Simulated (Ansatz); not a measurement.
What pressure 10 GPa does to Ge

Base system: Ge (space group I4_1/amd, No. 141; a = 5.1184 Å, c = 2.8009 Å; a cell from a computed database, its experimental status unchecked).

One thing is altered: a hydrostatic pressure of 10 GPa.

The values are results of plane-wave PAW DFT at the PBEsol level (Ansatz, an electronic-structure program, 420 eV), without spin-orbit coupling, not measurements. k-mesh 19×19×19 (Γ-centred); smearing 0.05 eV (Fermi–Dirac).

The volume per atom decreases by 1.75 Å³ (18.34 Å³ → 16.59 Å³) and the density rises by 0.69 g/cm³, from 6.58 g/cm³ to 7.27 g/cm³. The lattice parameter a drops by 0.1657 Å (5.118 Å → 4.953 Å) and the c/a ratio is nearly the same (0.547 against 0.546). The shortest interatomic distance falls by 0.086 Å (2.653 Å → 2.567 Å) and the enthalpy H = E + PV relative to the base's energy amounts to +1.09 eV/atom. The band gap stays zero.

Load acts through the strain it causes; cell and atoms are relaxed under it. No phonon test of stability was made. No other phases were tried under pressure. This is not the structure that Ge has at room temperature and ambient pressure.
